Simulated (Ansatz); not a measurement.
# A computed series for GaSb: response to strain

Take GaSb in the zinc blende structure (space group F-43m, No. 216; a = 6.111 Å) as the base. Axes: x, y, z lie along the cube axes.

Strains are applied to the cell and any free atomic positions relax.

The values are results of Ansatz (an electronic-structure program), PBEsol, PAW, cutoff 420 eV, no spin-orbit coupling, not measurements.

**Question.** Only one of these has no band gap. Which?
A) isotropic strain −1.61 %
B) isotropic strain +1.16 %
C) isotropic strain −1.59 %
D) uniaxial strain ε_zz = −3.04 %

**Answer.** B, isotropic strain +1.16 %. Computed: isotropic strain −1.59 %: 0.35 eV; isotropic strain −1.61 %: 0.35 eV; isotropic strain +1.16 %: zero; uniaxial strain ε_zz = −3.04 %: 0.10 eV

Spin-orbit coupling, missing from the scalar runs, can matter with Sb. Whether these cells are dynamically stable was not tested. All final runs are without spin polarisation. The zero or small gap of GaSb can change with the level of theory.
